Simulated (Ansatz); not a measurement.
The reference is W in the bcc (W type) structure (space group Im-3m, No. 229; relaxed with 0.1 eV smearing).

```
W
1.0
   -1.58442     1.58442     1.58442
    1.58442    -1.58442     1.58442
    1.58442     1.58442    -1.58442
W
1
Direct
  0.00000   0.00000   0.00000
```

Cartesian axes are those of the cell as printed.

Method: r2SCAN (Ansatz, a first-principles code), no spin-orbit coupling.

Base values:

The pressure is 0.0 GPa. The shortest interatomic distance is 2.744 Å.

Modification: biaxial strain −3.36 %, plane normal [111], relaxed out of plane (Cartesian); in-plane vectors clamped, the third vector and the atoms free.

**Question.** What happens to the energy relative to the base?

**Answer.** The energy grows by 65 meV/atom.

**Question.** Predict the new pressure.

**Answer.** The pressure (mean of the normal stresses, compression positive) goes from zero to 13.3 GPa.

**Question.** What happens to the shortest interatomic distance?

**Answer.** The shortest interatomic distance drops by 0.071 Å to 2.673 Å.

Stability against distortions was not tested. The final runs are not spin-polarised.
